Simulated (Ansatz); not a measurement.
The parent structure is Mg3Sb2 (space group P-3m1, No. 164; a = 4.596 Å, c = 7.272 Å).

The values are results of PBE (Ansatz, a quantum-chemistry and plane-wave program; PAW; 420 eV plane waves; no SOC), not measurements.

Before the change:

The valence-band top at Γ is 0.00, -0.39, -0.39 eV. The lattice parameter a is 4.596 Å.

Modification: a negative pressure, −1 GPa.

### Question
How does this affect the valence-band top at Γ?

### Answer
The valence-band top at Γ (three highest levels, from the VBM) becomes 0.00, -0.36, -0.36 eV (base: 0.00, -0.39, -0.39 eV).

### Question
How does this affect the lattice parameter a?

### Answer
The lattice parameter a increases by 0.0366 Å to 4.632 Å.

With Sb present, leaving out spin-orbit coupling can change the band edges. The levels and masses belong to the bands next to the band gap. Load acts through the strain it causes; cell and atoms are relaxed under it. No phonon test of stability was made.
